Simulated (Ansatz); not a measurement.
## Migration barriers: interstitial H in rutile TiO2, charge state +1

Defect: interstitial H in rutile TiO2, charge state +1. The numbers are results of PBE, PAW (plane waves to 420 eV; Ansatz, a program for electronic structure), not measurements.

72-site cell at the relaxed PBE lattice, one k-point at (0.250, 0.250, 0.250), smearing 0.01 eV, spin-restricted, no finite-size correction. No zero-point or tunnelling terms. The charge state is imposed; whether it is stable for some Fermi level was not computed. Sites that were not tried may lie lower.

Barriers: single points on a 2×2×2 k-point mesh shifted by half a step at the bands' geometries.

```tsv
Route	Start site over the lowest site run (eV)	Hop (Å)	Forward barrier (eV)	Backward barrier (eV)	Neighbours at the start	Neighbours at the saddle	Saddle order	Forward, on the band's own sampling (eV)
a direct jump of one H atom (a rearrangement that moves the defect's centre by under 1 Å)	0.00	0.99	0.44	0.44	O at 0.99, O at 2.08 Å	2 O at 1.26 Å	not checked, on a symmetry element	0.43
```

Paths come from climbing-image nudged elastic band runs.  A band can be held on a symmetry element, so unchecked saddle points there may be too high. A further band (a direct jump of one H atom, 1.62 Å) gave 0.63 eV forward on its own sampling, 0.63 eV above the lowest site run, but its whole barrier lies in one image, so it is not taken as a result.

The whole set of runs took around 4 core-hours (rough).
